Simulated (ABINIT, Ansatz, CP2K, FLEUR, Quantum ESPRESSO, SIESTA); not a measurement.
## LaAlH₆ (R-3m, 8 atoms in the cell) computed with different codes at matched settings

Self-consistent single point.

```
LaAlH6
1.0
    3.27429     1.89041     2.10762
   -3.27429     1.89041     2.10762
    0.00000    -3.78082     2.10762
La Al H
1 1 6
Direct
  0.50000   0.50000   0.50000
  0.00000   0.00000   0.00000
  0.93995   0.29183   0.29183
  0.06005   0.70817   0.70817
  0.29183   0.93995   0.29183
  0.70817   0.06005   0.70817
  0.29183   0.29183   0.93995
  0.70817   0.70817   0.06005
```

All programs got the same cell, k-point mesh and kind of occupations (some realise fixed ones as a very narrow smearing) (in Ansatz's words: kpoints.mp_grid.grid = 6 6 6; scf.occupations.method = fixed); potentials, basis and cutoffs are each program's usual ones.

| code | model | pressure (GPa) | largest force (eV/Å) | gap on the mesh (eV) | k-points | cutoff |
|---|---|---|---|---|---|---|
| SIESTA | GGA PBEsol, numerical atomic orbitals DZP, PseudoDojo PBEsol standard norm-conserving potentials (rewritten from UPF to PSML) | -0.45 | 0.234 | 1.763 | 132 | grid 350 Ry |
| Quantum ESPRESSO | PBEsol, GBRV 1.5 ultrasoft (PBESOL) pseudopotentials | -2.28 | 0.193 | 2.247 | 32 | 40 Ry |
| CP2K | PBEsol, GPW, DZVP-MOLOPT-SR-GTH basis, GTH-PBE potentials (GTH_POTENTIALS) | -2.91 | 0.170 | 2.076 | 216 | grid 500 Ry |
| Ansatz | PBEsol, PAW files made with PBE | -2.44 | 0.193 | 2.286 | 32 | default |
| ABINIT | PBEsol, norm-conserving pseudopotentials (PseudoDojo nc-sr-04 PBEsol standard) | -2.37 | 0.196 | 2.283 | 32 | 55 Ha |
| FLEUR | PBEsol, all-electron FLAPW (FLEUR), scalar-relativistic valence | – | 0.199 | 2.286 | 32 | Kmax 4.8 1/bohr |

A dash marks a value that a program does not give, or that is left out as unsure.

Gaps are read on the mesh.

The spread over the programs that give each value: pressure within 2.46 GPa; largest force within 0.064 eV/Å; gap on the mesh within 0.523 eV.

The starting cell comes from a database of computed structures (which also holds hypothetical and non-ambient phases and stackings), without a prior relaxation at this level. Its lattice was rescaled by a random factor within 2.5 % of one.

Problem. Why do the programs differ, and what cannot be compared?

Solution. Differences of this kind can come from the potentials, where these differ, and from what each basis and cutoff leave unconverged. The zero of total energies and Fermi levels follows the potentials and each program's conventions, so they are not compared here. SIESTA and CP2K use small atom-centred bases, whose incompleteness enters pressures, forces and empty levels differently from a plane-wave cutoff. FLEUR treats all electrons, but the usual bases taken here (sphere radii, linearisation, local orbitals, empty states) were not tested for convergence, so the values are no reference for the others. Ansatz's pressure is given at a fixed set of plane waves, as the other plane-wave codes print theirs; with its correction for the finite basis it is -2.33 GPa. The programs reduce the same mesh by symmetry to different extents, which changes the work and not the result. In the pressure, SIESTA (by 1.93) lies more than 1 GPa from the median of the plane-wave programs. In the gap, SIESTA (by 0.520) and CP2K (by 0.207) lie more than 0.12 eV from the median of the plane-wave programs.

Ansatz is a program for electronic structure.

Keys are those of Ansatz 0.2.
